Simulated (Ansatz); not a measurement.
**NH2 on the 1x1 (0001) surface of corundum (cut with top plane Al), one in a 1x1 cell, started at the site 'hollow Al-O-O-O over O at depth 2.3 Å'**

Host crystal: corundum, with a band gap (PBE, scalar-relativistic without spin-orbit coupling).

Method: PBE (plane waves to 420 eV, PAW; Ansatz, an electronic-structure program).

Set-up: 23 atoms, 6.7 Å thick at the start under the adsorbate (thin: gaps and levels are the slab's own); mesh 6x6x1; 0.01 eV smearing; dipole correction on; 9 atoms held, the rest relaxed; no symmetry held; spin-polarised, ending with about 1.0 μB a cell; orders that need a larger cell were not tried, no spin-orbit, no U, no dispersion correction. At the end it is bonded to Al. In PBE it is, or lies within 0.03 eV of, the lowest of the starts that converged.

```
Property                                                                                                                                                          Result
--------------------------------------------------------------------------------------  --------------------------------------------------------------------------------
adsorption energy against NH3(g) − ½ H2(g)                                                                                                                       1.10 eV
gap of the slab on its k-mesh                                                                                                                                    0.16 eV
highest filled level below the top vacuum level                                                                                                                  4.89 eV
change of the step from the bottom to the top vacuum level, against the clean slab                                                                              -1.49 eV
energy released by relaxation                                                                                                                                    4.81 eV
height of the binding atom over the mean of the host atoms within 0.3 Å of the top one                                                                           1.827 Å
magnetic moment of the cell                                                                                                                                      1.00 μB
nearest host atoms of the binding atom                                                                                            Al at 1.88 Å, O at 2.75 Å, O at 3.03 Å
largest move of a host atom                                                                                                                                       0.44 Å
caution                                                                                 the clean host was not checked against rearrangement in a larger or rattled cell
note                                                                                                     in the relaxation the adsorbate left its starting site by 1.4 Å
cost                                                                                                                                      around 30 core-minutes (rough)
```

A negative adsorption energy means that the adsorbate is more stable on the surface than in its reference.
